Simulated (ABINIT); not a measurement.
# Input and output of a self-consistent single point for Rh (Fm-3m, 1 atom in the cell) (ABINIT)

Level of theory: PBE, PAW (JTH v2.0 PBE PAW) (plane waves; ABINIT 10.0.3).

The input file:

```
# Rh, JTH v2.0 PBE PAW
pp_dirpath "./"
pseudos "Rh.GGA_PBE-JTH.xml"
acell 3*1.0 Angstrom
rprim
        -0.0000000000    1.9000000000    1.9000000000
         1.9000000000   -0.0000000000    1.9000000000
         1.9000000000    1.9000000000   -0.0000000000
natom 1
ntypat 1
znucl 45
typat 1
xcart
         0.0000000000    0.0000000000    0.0000000000
      Angstrom
ecut 21 Ha
pawecutdg 42 Ha
pawxcdev 0
ixc 11
occopt 7
tsmear 0.2 eV
nband 14
kptopt 1
ngkpt 15 15 15
nshiftk 1
shiftk 0 0 0
nstep 50
tolvrs 1.0e-10
prtwf 0
prtden 0
prtvol 1
enunit 2
```

Output, abridged:

```
 Symmetries : space group Fm -3 m (#225); Bravais cF (face-center cubic)

 -outvars: echo values of preprocessed input variables --------
            acell      1.8897261329E+00  1.8897261329E+00  1.8897261329E+00 Bohr
             ecut      2.10000000E+01 Hartree
           enunit           2
              ixc          11
         kptrlatt       15    0    0      0   15    0      0    0   15
          kptrlen      7.61655753E+01
            natom           1
            nband          14
            ngfft          24      24      24
          ngfftdg          30      30      30
             nkpt         120
            nstep          50
             nsym          48
           ntypat           1
           occopt           7
        pawecutdg      4.20000000E+01 Hartree
         pawxcdev           0
            rprim     -0.0000000000E+00  1.9000000000E+00  1.9000000000E+00
                       1.9000000000E+00 -0.0000000000E+00  1.9000000000E+00
                       1.9000000000E+00  1.9000000000E+00 -0.0000000000E+00
          spgroup         225
           tolvrs      1.00000000E-10
           tsmear      7.34986508E-03 Hartree
            typat      1
           useylm           1
            znucl       45.00000

== DATASET  1 ==================================================================

 Exchange-correlation functional for the present dataset will be:
  GGA: Perdew-Burke-Ernzerhof functional - ixc=11
 Citation for XC functional:
  J.P.Perdew, K.Burke, M.Ernzerhof, PRL 77, 3865 (1996)

 Real(R)+Recip(G) space primitive vectors, cartesian coordinates (Bohr,Bohr^-1):
 R(1)=  0.0000000  3.5904797  3.5904797  G(1)= -0.1392572  0.1392572  0.1392572
 R(2)=  3.5904797  0.0000000  3.5904797  G(2)=  0.1392572 -0.1392572  0.1392572
 R(3)=  3.5904797  3.5904797  0.0000000  G(3)=  0.1392572  0.1392572 -0.1392572
 Unit cell volume ucvol=  9.2573654E+01 bohr^3
 Angles (23,13,12)=  6.00000000E+01  6.00000000E+01  6.00000000E+01 degrees

 Coarse grid specifications (used for wave-functions):

 getcut: wavevector=  0.0000  0.0000  0.0000  ngfft=  24  24  24
         ecut(hartree)=     21.000   => boxcut(ratio)=   2.29123

 Fine grid specifications (used for densities):

 getcut: wavevector=  0.0000  0.0000  0.0000  ngfft=  30  30  30
         ecut(hartree)=     42.000   => boxcut(ratio)=   2.02743

   3.74318991E+02                                ecore*ucvol(ha*bohr**3)

 newkpt: prtvol=0 or 1, do not print more k-points.
_setup2: Arith. and geom. avg. npw (full set) are     425.455     425.442

--- !BeginCycle
solver: {iscf: 17, nstep: 50, nline: 4, wfoptalg: 10, }
tolerances: {tolvrs: 1.00E-10, }
...

     iter   Etot(hartree)      deltaE(h)  residm     nres2
 ETOT  1  -108.23672526682    -1.082E+02 4.829E+01 7.443E+00
 ETOT  2  -111.50107034170    -3.264E+00 4.537E-01 2.265E+01
 ETOT  3  -111.43764256565     6.343E-02 1.824E-01 4.766E+00
 ETOT  4  -111.42054607829     1.710E-02 2.224E-02 2.069E-01
 ETOT  5  -111.42037458463     1.715E-04 9.235E-03 4.963E-02
 ETOT  6  -111.42026370537     1.109E-04 3.223E-03 6.086E-03
   [... 11 lines left out ...]
 ETOT 18  -111.42026259861    -3.418E-11 1.905E-04 1.275E-07
 ETOT 19  -111.42026259863    -1.533E-11 3.821E-05 5.547E-08
 ETOT 20  -111.42026259846     1.674E-10 1.076E-04 3.448E-09
 ETOT 21  -111.42026259846    -1.080E-12 2.051E-05 4.648E-09
 ETOT 22  -111.42026259847    -4.746E-12 5.923E-05 3.344E-11

 At SCF step   22       nres2   =  3.34E-11 < tolvrs=  1.00E-10 =>converged.

 Cartesian components of stress tensor (hartree/bohr^3)
  sigma(1 1)= -2.22176542E-04  sigma(3 2)=  0.00000000E+00
  sigma(2 2)= -2.22176542E-04  sigma(3 1)=  0.00000000E+00
  sigma(3 3)= -2.22176542E-04  sigma(2 1)=  0.00000000E+00

 ----iterations are completed or convergence reached----

 reduced coordinates (array xred) for    1 atoms
       0.000000000000      0.000000000000      0.000000000000
 cartesian forces (eV/Angstrom) at end:
    1     -0.00000000000000    -0.00000000000000    -0.00000000000000
 frms,max,avg= 0.0000000E+00 0.0000000E+00   0.000E+00  0.000E+00  0.000E+00 e/A
 length scales=  1.889726132886  1.889726132886  1.889726132886 bohr
              =  1.000000000000  1.000000000000  1.000000000000 angstroms
 Fermi (or HOMO) energy (hartree) =   0.60443   Average Vxc (hartree)=  -0.49076
 Eigenvalues (hartree) for nkpt= 120  k points:
 kpt#   1, nband= 14, wtk=  0.00030, kpt=  0.0000  0.0000  0.0000 (reduced coord)
  -2.29547   -1.10000   -1.10000   -1.10000    0.31073    0.49075    0.49075    0.49075
   0.56778    0.56778    1.18841    1.38807    1.38807    1.38807
      occupation numbers for kpt#   1
   2.00000    2.00000    2.00000    2.00000    2.00000    2.00000    2.00000    2.00000
   2.00000    2.00000    0.00000    0.00000    0.00000    0.00000
 prteigrs : prtvol=0 or 1, do not print more k-points.

 Fermi (or HOMO) energy (eV) =  16.44737   Average Vxc (eV)= -13.35424
 Eigenvalues (   eV  ) for nkpt= 120  k points:
 kpt#   1, nband= 14, wtk=  0.00030, kpt=  0.0000  0.0000  0.0000 (reduced coord)
 -62.46298  -29.93245  -29.93245  -29.93245    8.45532   13.35409   13.35409   13.35409
  15.45021   15.45021   32.33830   37.77122   37.77122   37.77122
 prteigrs : prtvol=0 or 1, do not print more k-points.

--- !EnergyTerms
comment             : Components of total free energy in Hartree
kinetic             :  1.50174762052854E+01
hartree             :  1.87526914734979E+01
xc                  : -5.11589637169469E+00
Ewald energy        : -9.22596190249028E+01
psp_core            :  4.04347215490891E+00
local_psp           : -7.24977233084877E+01
spherical_terms     :  2.06402745100118E+01
internal            : -1.11419324361381E+02
'-kT*entropy'       : -9.42505719884725E-04
total_energy        : -1.11420266867101E+02
total_energy_eV     : -3.03189965150433E+03
...

-Cartesian components of stress tensor (GPa)         [Pressure=  6.5367E+00 GPa]
- sigma(1 1)= -6.53665843E+00  sigma(3 2)=  0.00000000E+00
- sigma(2 2)= -6.53665843E+00  sigma(3 1)=  0.00000000E+00
- sigma(3 3)= -6.53665843E+00  sigma(2 1)=  0.00000000E+00

 Calculation completed.
```

The run converged in 22 iterations.

The starting cell has typed, rounded lattice constants, without a prior relaxation at this level. Spin polarisation is off. With a pressure of about 7 GPa the cell is away from its equilibrium volume at this level.

Cost on one core of a shared machine: roughly 2 min.
